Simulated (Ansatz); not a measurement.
Take Na2S in the anti-fluorite structure (space group Fm-3m, No. 225; a = 6.501 Å) as the base.

Method: DFT with PBEsol, PAW potentials and a 420 eV plane-wave cutoff in Ansatz (a first-principles code), scalar-relativistic without spin-orbit coupling.

Strains are applied to the cell and any free atomic positions relax.

One change was made to it. Results:

```json
[
 {"quantity": "valley order (the lowest conduction-band minima on the path, energy above the VBM, named in the base's zone)", "base": "Γ 2.43 eV; X along ⟨100⟩ 3.70 eV", "after": "Γ 2.53 eV; X along ⟨100⟩ 3.72 eV"},
 {"quantity": "hole mass (degenerate bands, along [100])", "base": "0.41, 2.7, 2.7 mₑ (at Γ)", "after": "0.41, 2.7, 2.7 mₑ (at Γ)"},
 {"quantity": "pressure", "base": "0.01 GPa", "after": "0.95 GPa"},
 {"quantity": "mean gap deformation potential ΔEg/Δln V", "base": "–", "after": "-3.3 eV"}
]
```

Which of these changes matches the shifts?
A. isotropic strain −1.00 %
B. isotropic strain −0.50 %
C. isotropic strain +1.00 %
D. isotropic strain +2.00 %

A, isotropic strain −1.00 %. For comparison, the valley order in the other runs: isotropic strain +1.00 % gives Γ 2.33 eV; X along ⟨100⟩ 3.69 eV; isotropic strain −0.50 % gives Γ 2.48 eV; X along ⟨100⟩ 3.71 eV; isotropic strain +2.00 % gives Γ 2.24 eV; X along ⟨100⟩ 3.67 eV.

Masses are band curvatures over ±0.01 Å⁻¹ around the edge. No phonon test of stability was made.
